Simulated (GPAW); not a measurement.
**Pressure against volume in rock-salt MgSe (space group 225) (GPAW, PBE)**

```xyz
2
Lattice="0.0000 2.6815 2.6815 2.6815 0.0000 2.6815 2.6815 2.6815 0.0000" Properties=species:S:1:pos:R:3 pbc="T T T"
Mg     0.0000     0.0000     0.0000
Se     2.6815     2.6815     2.6815
```

Level of theory: PBE, GPAW PAW datasets PBE (gpaw-data 1.0.1) (plane waves; GPAW 25.7.0). Settings: mode = pw; ecut = 780 eV; xc = PBE; kpts = 10 10 10; mesh shift (steps) = 0 0 0; occupations.name = fermi-dirac; occupations.width = 0.01 eV; nbands = -6; convergence.density = 1e-05 e/electron; convergence.bands = -4; symmetry.symmorphic = false; symmetry.tolerance = 0.0005; maxiter = 150. The cell above is the first row's. The rows scale it uniformly. In all rows fractional positions and the k mesh are held.

```csv
V (Å^3/atom),P (GPa)
19.280,?
19.699,3.98
20.119,2.42
20.538,1.02
20.957,-0.24
21.376,-1.38
21.795,-2.40
22.214,-3.32
22.633,-4.16
```

Fit P of the 8 rows that show it with a cubic. With u = V - 21.2, the rows have u = -1.5010, -1.0810, -0.6620, -0.2430, 0.1760, 0.5950, 1.0140, 1.4330. Least squares gives P = -0.915 - 2.6850·u + 0.3378·u² - 0.03064·u³. Residuals (row less fit): 0.000, -0.001, 0.001, 0.002, -0.003, -0.001, 0.002, -0.001; standard error 0.002 (degrees of freedom: 4). The fitted pressure is zero at V0 = 20.87, where dP/dV = -2.916, so B0 = -V0·dP/dV = 60.9 GPa.

Task: Estimate the missing P (V = 19.280); what did the run itself give?

Result: u = -1.9200, so P = -0.915 - 2.6850 × (-1.9200) + 0.3378 × (-1.9200)² - 0.03064 × (-1.9200)³ = 5.702 GPa. The calculation gives 5.70 GPa, which the fit meets to the printed digits. The row lies outside the fitted rows, so this is an extrapolation. From the scatter of the fitted rows alone, a prediction at this place has a standard error of 0.006 GPa, so the miss is 0.3 times that.

Carrying the step between the two nearest rows on in a straight line would have given 5.54, off by 0.16; series whose last step already gives the withheld value aren't shown. The scan was laid around a cell of about the measured size, scaled by a guess for this functional. This is one of several polymorphs. The runs keep the symmetry of the cell, so they don't test it for distortions. Cutoffs and mesh are single choices, not tested for convergence of this quantity. Series with a scatter that would blur these digits, or in which a gap closes, are not shown.
